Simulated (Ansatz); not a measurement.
## PBE against r2SCAN: InSb, isotropic strain −1.21 %

Consider InSb in the zinc blende structure (space group F-43m, No. 216; a = 6.635 Å).

(Cell as relaxed with PBE.)

Levels (all Ansatz, a quantum-chemistry and plane-wave program, PAW, earlier PAW set): PBE (420 eV, no spin-orbit coupling); r2SCAN (500 eV, without spin-orbit coupling).

Each level relaxes its own structure.

```tsv
base	PBE	r2SCAN
volume per atom	36.51 Å³	35.24 Å³
lattice parameter a	6.635 Å	6.557 Å
band gap	zero	zero
```

One thing is altered: every lattice vector is shortened by 1.21 %; the atoms relax in the strained cell.

```json
[
 {"quantity": "energy relative to the base (free energy F)", "PBE": "+5.8 meV/atom", "r2SCAN": "+6.6 meV/atom"},
 {"quantity": "band gap", "PBE": "zero", "r2SCAN": "0.24 eV"},
 {"quantity": "pressure", "PBE": "1.5 GPa", "r2SCAN": "1.7 GPa"}
]
```

PBE's energy relative to the base lies 0.8 meV/atom below r2SCAN's; they disagree on the band gap; PBE's pressure lies 0.26 GPa below r2SCAN's. Neither level is exact; r2SCAN is the comparison here, not a measurement.

With Sb present, leaving out spin-orbit coupling can change the band edges. Whether these cells are dynamically stable was not tested. All final runs are without spin polarisation. Gaps under 0.05 eV, about the width of the smearing, are given as zero. A zero or small gap of InSb can be the functional's error rather than a property of the material.
